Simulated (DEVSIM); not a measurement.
System: Schottky contact on n-type Si, at 300 K.

```tsv
layer (left to right)	material	thickness (μm)	Nd (cm⁻³)	τn (s)	τp (s)
1	Si	0.400	1.1e16	1.2e-6	1.2e-6
```

Left contact: Schottky, work function 4.81 eV, emission velocity 1e7 cm/s. Right contact: ohmic. Voltage is applied to the left contact. Recombination: SRH at mid-gap, radiative. Mobility is constant in doping.

This is a model device: material constants are rounded textbook-type values typed into the input, and sizes, dopings and lifetimes were drawn at random. Values at 300 K.

```
parameter           Si
-------------  -------
gap (eV)         1.124
affinity (eV)     4.05
permittivity      11.7
Nc (cm⁻³)      2.86e19
Nv (cm⁻³)       3.1e19
μn (cm²/Vs)       1417
μp (cm²/Vs)        470
B (cm³/s)      4.7e-15
```

DEVSIM, 1D drift-diffusion, Boltzmann statistics, complete ionisation; no tunnelling, impact ionisation, image-force lowering or self-heating. Metal contacts follow the ideal Schottky-Mott rule: no Fermi-level pinning, no interface dipoles.

Q: Tabulate band edges, carrier densities and field at zero bias.

A: Energies count from the Fermi level of the right contact; mesh points crowd at the junctions.

| x (μm) | Ec (eV) | Ev (eV) | n (cm⁻³) | p (cm⁻³) | field (V/cm) |
|---|---|---|---|---|---|
| 0.000 | 0.760 | -0.364 | 4900000 | 2.4e13 | -42000 |
| 0.005378 | 0.737 | -0.387 | 1.2e7 | 9.9e12 | -42000 |
| 0.01181 | 0.711 | -0.413 | 3.3e7 | 3.6e12 | -40000 |
| 0.02122 | 0.674 | -0.450 | 1.4e8 | 8.4e11 | -39000 |
| 0.03507 | 0.621 | -0.503 | 1.0e9 | 1.1e11 | -37000 |
| 0.04733 | 0.578 | -0.546 | 5.6e9 | 2.1e10 | -34000 |
| 0.06199 | 0.529 | -0.595 | 3.7e10 | 3.2e9 | -32000 |
| 0.08746 | 0.453 | -0.671 | 6.9e11 | 1.7e8 | -28000 |
| 0.1100 | 0.395 | -0.729 | 6.5e12 | 1.8e7 | -24000 |
| 0.1369 | 0.338 | -0.786 | 6.1e13 | 1900000 | -19000 |
| 0.1763 | 0.275 | -0.849 | 6.9e14 | 170000 | -13000 |
| 0.2232 | 0.232 | -0.892 | 3.7e15 | 32000 | -6200 |
| 0.2566 | 0.216 | -0.908 | 6.6e15 | 18000 | -3100 |
| 0.2847 | 0.210 | -0.914 | 8.5e15 | 14000 | -1700 |
| 0.3163 | 0.206 | -0.918 | 9.8e15 | 12000 | -780 |
| 0.3345 | 0.205 | -0.919 | 1.0e16 | 11000 | -510 |
| 0.3498 | 0.204 | -0.920 | 1.0e16 | 11000 | -360 |
| 0.3648 | 0.204 | -0.920 | 1.1e16 | 11000 | -270 |
| 0.3787 | 0.204 | -0.920 | 1.1e16 | 11000 | -210 |
| 0.3867 | 0.204 | -0.920 | 1.1e16 | 11000 | -200 |
| 0.3933 | 0.203 | -0.921 | 1.1e16 | 11000 | -190 |
| 0.4000 | 0.203 | -0.921 | 1.1e16 | 11000 | -190 |
